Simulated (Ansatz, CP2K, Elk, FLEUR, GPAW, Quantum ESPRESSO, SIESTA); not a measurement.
One structure in several programs: TiTe (P6_3/mmc, 4 atoms in the cell)

Self-consistent single point, at a second geometry (lattice scaled by 0.98). First geometry:

```yaml
crystal:
  lattice:
    - [3.59125, 0.00000, 0.00000]
    - [-1.79563, 3.11011, 0.00000]
    - [0.00000, 0.00000, 7.14360]
  atoms:
    - { symbol: Ti, position: [0.00000, 0.00000, 0.50000] }
    - { symbol: Ti, position: [0.00000, 0.00000, 0.00000] }
    - { symbol: Te, position: [0.66667, 0.33333, 0.25000] }
    - { symbol: Te, position: [0.33333, 0.66667, 0.75000] }
```

Shared settings, as Ansatz (a first-principles code) writes them: kpoints.mp_grid.grid = 7 7 3; scf.occupations.method = fermi_dirac; scf.occupations.width = 0.1 eV. Potentials and cutoffs stand in the table.

| code | model | ΔF from the first geometry (meV/atom) | pressure (GPa) | cutoff |
|---|---|---|---|---|
| GPAW | PBEsol, GPAW PAW datasets PBEsol (made by gpaw-setup) | 43.6 | 9.90 | 850 eV |
| Elk | PBEsol, all-electron FP-LAPW, Elk's shipped species files, LAPW+lo basis | 42.2 | – | rgkmax 8 |
| SIESTA | GGA PBEsol, numerical atomic orbitals DZP, PseudoDojo PBEsol standard norm-conserving potentials (rewritten from UPF to PSML) | 48.2 | 11.04 | grid 400 Ry |
| Quantum ESPRESSO | PBEsol, GBRV 1.5 ultrasoft (PBESOL) pseudopotentials | 50.7 | 11.18 | 50 Ry |
| FLEUR | PBEsol, all-electron FLAPW (FLEUR), scalar-relativistic valence | 47.3 | – | Kmax 4.2 1/bohr |
| Ansatz | PBEsol, PAW files made with PBE | 45.0 | 10.17 | default |
| CP2K | PBEsol, GPW, DZVP-MOLOPT-SR-GTH basis, GTH-PBE potentials (GTH_POTENTIALS) | 71.2 | 14.23 | grid 600 Ry |

A dash marks a value that a program does not give, or that is left out as unsure.

On Ansatz's run: spin-orbit coupling is off. Spin polarisation is off, so a magnetic state, if there is one, cannot be reached.

The spread over the programs that give each value: ΔF from the first geometry within 29.0 meV/atom; pressure within 4.33 GPa.

SIESTA and CP2K use small atom-centred bases, whose incompleteness enters pressures, forces and empty levels differently from a plane-wave cutoff. Elk and FLEUR treat all electrons, but the usual bases taken here (sphere radii, linearisation, local orbitals, empty states) were not tested for convergence, so the values are no reference for the others. Ansatz's pressure is given at a fixed set of plane waves, as the other plane-wave codes print theirs; with its correction for the finite basis it is 10.23 GPa. In the pressure, Quantum ESPRESSO (by 1.00) and CP2K (by 4.06) lie more than 1 GPa from the median of the plane-wave programs.

The starting cell comes from a database of computed structures (which also holds hypothetical and non-ambient phases and stackings), without a prior relaxation at this level. Its lattice was rescaled by a random factor within 2.5 % of one. For this run, on top of that: lattice scaled by 0.98.

Keys are those of Ansatz 0.2.
